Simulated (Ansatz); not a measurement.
We consider CsGeBr3 (Pm-3m, No. 221, 5 atoms in the cell; start mp-570223; high-temperature phase), described by dielectric-dependent PBEsol hybrid (plane waves, PAW; Ansatz, a first-principles code).

Settings: plane-wave cutoff 460 eV, 4×4×4 k mesh, Fermi–Dirac smearing 0.01 eV, scalar-relativistic PAW data made under PBE.

Cell (relaxed with PBEsol):

```cif
data_Br3CsGe
_chemical_formula_sum 'Cs1 Ge1 Br3'
_space_group_name_H-M_alt 'Pm-3m'
_space_group_IT_number 221
_space_group_name_Hall '-P 4 2 3'
_cell_length_a 5.47380
_cell_length_b 5.47380
_cell_length_c 5.47380
_cell_angle_alpha 90.000
_cell_angle_beta 90.000
_cell_angle_gamma 90.000
loop_
_atom_site_label
_atom_site_type_symbol
_atom_site_symmetry_multiplicity
_atom_site_Wyckoff_symbol
_atom_site_fract_x
_atom_site_fract_y
_atom_site_fract_z
_atom_site_occupancy
Cs1 Cs 1 a 0.00000 0.00000 0.00000 1
Ge1 Ge 1 b 0.50000 0.50000 0.50000 1
Br1 Br 3 c 0.00000 0.50000 0.50000 1
```

### Question
What does this level give for the band gap and direct gap at Γ?

### Answer

- band gap = 0.80 eV (on the SCF k mesh)
- direct gap at Γ = 6.16 eV

Note: held by symmetry at 0 K, a high-temperature phase can be a saddle point; cell and atoms aren't relaxed at this level (pressure 0.2 GPa).

Spin–orbit coupling is not included.

The computed numbers hold no vibrational or temperature effects.

It cost roughly 3 core-minutes of CPU time.

A start named mp-… is a Materials Project structure, which need not be a measured phase.
